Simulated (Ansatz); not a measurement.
Here is the system:

```yaml
crystal:
  lattice:
    - [3.12996, 0.00000, 0.00000]
    - [-1.56498, 2.71062, 0.00000]
    - [0.00000, 0.00000, 3.46891]
  atoms:
    - { symbol: Hf, position: [0.00000, 0.00000, 0.00000] }
    - { symbol: B, position: [0.66667, 0.33333, 0.50000] }
    - { symbol: B, position: [0.33333, 0.66667, 0.50000] }
```

No spin polarisation.

Method: PBE/PAW in Ansatz (a quantum-chemistry and plane-wave program), without spin-orbit coupling. Γ-centred 21×21×17 mesh, Fermi–Dirac width 0.1 eV.

### Question
Predict the pressure and band gap.

### Answer
The pressure (mean of the normal stresses, compression positive) is 3.9 GPa and the band gap is zero.

The cells carry an imposed strain or load. No phonon test of stability was made. The final runs are not spin-polarised. The cell was made from HfB₂ (space group P6/mmm, No. 191) by this change: isotropic strain −0.50 %.
